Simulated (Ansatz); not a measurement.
Ansatz (a quantum-chemistry and plane-wave program) run on LaGe₂Pd₂ (I4mm, 5 atoms in the cell): self-consistent single point.

Computed with LDA (PW92), default PAW files made with PBE (plane waves; Ansatz).

```
CELL_PARAMETERS angstrom
     -2.18820     2.18820     5.03688
      2.18820    -2.18820     5.03688
      2.18820     2.18820    -5.03688
ATOMIC_POSITIONS crystal
  La 0.00496 0.00496 0.00000
  Ge 0.62413 0.62413 0.00000
  Ge 0.37587 0.37587 0.00000
  Pd 0.25000 0.75000 0.50000
  Pd 0.75000 0.25000 0.50000
```

Reference input (self-consistent single point, DFT, LDA (PW92), plane waves, default PAW files made with PBE): basis.ecutwfc = 420 eV; kpoints.mp_grid.grid = 5 5 5; hamiltonian.xc = lda; hamiltonian.pseudopotentials = {kind: paw} (the program's default PAW files); scf.occupations.method = fermi_dirac; scf.occupations.width = 0.1 eV. This run's input differs from it in these lines:

Ansatz 0.2 input:
```diff
@@ -13,3 +13,3 @@
 basis:
-  ecutwfc: 420.0 eV
+  ecutwfc: 735.0 eV
 kpoints:
```

Output, abridged:

```
SCF iter   1: F=—  HF=-28201.198346 eV  |F-HF|=—  |Δ(HF+E_count)|=         —  Δρ=7.52e-3  dr2=4.48e-2  ethr=1.77e-3  ⟨swp⟩=6.0  Hψ=2829  notcnv=0
all-band conjugate gradients solve this SCF's bands
preconditioner: auto → Kerker (q_TF=auto, 2.616 Å⁻¹)
SCF iter   2: F=—  HF=-28201.190111 eV  |F-HF|=—  |Δ(HF+E_count)|=   8.24e-3  Δρ=2.95e-3  dr2=6.65e-3  ethr=5.97e-5  ⟨swp⟩=2.2  Hψ=1586  notcnv=0
   [... lines left out ...]
SCF iter   5: F=—  HF=-28201.188615 eV  |F-HF|=—  |Δ(HF+E_count)|=   5.57e-5  Δρ=1.33e-4  dr2=1.45e-5  ethr=8.67e-8  ⟨swp⟩=2.9  Hψ=1443  notcnv=0
SCF iter   6: F=—  HF=-28201.188598 eV  |F-HF|=—  |Δ(HF+E_count)|=   1.77e-5  Δρ=3.33e-5  dr2=1.03e-6  ethr=1.94e-8  ⟨swp⟩=2.6  Hψ=1369  notcnv=0
SCF iter   7: F=—  HF=-28201.188597 eV  |F-HF|=—  |Δ(HF+E_count)|=   2.50e-7  Δρ=9.55e-6  dr2=8.88e-8  ethr=1.33e-10  ⟨swp⟩=3.8  Hψ=3605  notcnv=0
SCF iter   8: F=-28201.188597 eV  HF=-28201.188597 eV  |F-HF|=6.16e-9  |Δ(HF+E_count)|=   6.88e-8  Δρ=2.52e-6  dr2=9.89e-9  ethr=1.18e-10  ⟨swp⟩=4.0  Hψ=2609  notcnv=0
SCF 1 converged in 8 iterations: F = -28201.188597 eV  dr2 = 9.89e-9
Free energy (F): -28201.188597 eV
Internal energy: -28201.102204 eV  (E = F + TS)
E sigma→0 (E₀):  -28201.145401 eV
Entropy (-TS):   -0.086394 eV (-17.279 meV/atom)
Fermi energy:    14.420506 eV
--- Forces (eV/Å), atoms counted from 1 ---
  atom   1  La    -0.00000000     0.00000000    -0.22810549
  atom   2  Ge     0.00000000     0.00000000     0.25805799
  atom   3  Ge    -0.00000000     0.00000000    -0.17372822
  atom   4  Pd    -0.00000000     0.00000000     0.07190704
  atom   5  Pd     0.00000000    -0.00000000     0.07190704
--- Stress (GPa, compression-positive) ---
       -5.374770       0.000000      -0.000000
        0.000000      -5.374770       0.000000
       -0.000000      -0.000000      -4.578227
  P = ⅓ Tr σ = -5.1093 GPa (-51.093 kbar)
  The stress holds the Pulay correction. Without it, at fixed plane waves, as pw.x and ABINIT print it: P = -5.1159 GPa
```

The run converged in 8 iterations. Against the reference run the free energy falls by 1.5 meV/atom, the pressure hardly changes (-5.10 to -5.11 GPa) and the largest force moves little (0.257 to 0.258 eV/Å).

The starting cell comes from a database of computed structures (which also holds hypothetical and non-ambient phases and stackings), without a prior relaxation at this level. Its lattice was rescaled by up to half a per cent. One atom was moved a little off its site on purpose. Spin polarisation is off. Ansatz's pressure includes its estimate of the finite-basis (Pulay) stress.
